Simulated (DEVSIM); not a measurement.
Structure: Schottky contact on n-type GaN, at 350 K.

Layer 1 from the left is GaN, thickness (μm) 0.360, Nd (cm⁻³) 8e16, τn (s) 4.5e-8, τp (s) 4.5e-8.

Left contact: Schottky, work function 5.15 eV, emission velocity 1.1e7 cm/s. Right contact: ohmic. Voltage is applied to the left contact. Recombination: SRH at mid-gap, radiative. Mobility is constant in doping.

Constants are typed, rounded textbook-type inputs, not results; the design itself was drawn at random and stands for no fabricated device. Values at 300 K; Nc and Nv go as T^1.5, mobilities as T to minus their exponent, the gap by Varshni's rule with the affinity fixed.

GaN: gap (eV) 3.43, affinity (eV) 4.1, permittivity 9.5, Nc (cm⁻³) 2.3e18, Nv (cm⁻³) 4.6e19, μn (cm²/Vs) 1200, μp (cm²/Vs) 100, T exponent of μn 1.5, T exponent of μp 2, B (cm³/s) 1e-11, Varshni α (eV/K) 0.00091, Varshni β (K) 830.

DEVSIM, 1D drift-diffusion, Boltzmann statistics, complete ionisation; no tunnelling, impact ionisation, image-force lowering or self-heating. Metal contacts follow the ideal Schottky-Mott rule: no Fermi-level pinning, no interface dipoles.

Dark forward current:

| |V| (V) | |J| (A/cm²) |
|---|---|
| 0.05 | 1.537e-8 |
| 0.10 | 9.581e-8 |
| 0.15 | 5.169e-7 |
| 0.20 | 2.721e-6 |
| 0.25 | 1.425e-5 |
| 0.30 | 7.456e-5 |
| 0.35 | 0.0003898 |
| 0.40 | 0.002037 |
| 0.45 | 0.01064 |
| 0.50 | 0.05550 |
| 0.55 | 0.2891 |
| 0.60 | 1.504 |
| 0.65 | 7.794 |
| 0.70 | 40.12 |
| 0.75 | 202.4 |
| 0.80 | 954.0 |
| 0.85 | 3680 |

Work out the local ideality factor n = ΔV / (kT/q · ln(J2/J1)) between the rows 0.15 and 0.20 V, 0.80 and 0.85 V.

kT/q = 30.16 mV. From 0.15 to 0.20 V: ln(2.721e-6/5.169e-7) = 1.661, n = 1.00, near the 1 of diffusion or emission over a barrier. From 0.80 to 0.85 V: ln(3680/954.0) = 1.350, n = 1.23; the layers' resistance at their doping, Σ W/(qμN) = 2.9e-6 Ω cm², would take 8.0 mV of this step of 50 mV.

Estimate the current at 0.45 V for emission alone, J0 = q v N_band exp(−φB/kT), and read the barrier back from the simulated current.

φB = 1.050 eV, N_band = 2.90e18 cm⁻³, J0 = 3.88e-9 A/cm²; J = J0 (exp(qV/kT) − 1) = 0.0117 A/cm². The simulation gives 0.0106 A/cm²; the estimate lies 10 % above. Read backwards, the simulated current gives an apparent barrier of 1.053 eV. The estimate leaves out transport through the depletion region and minority injection.
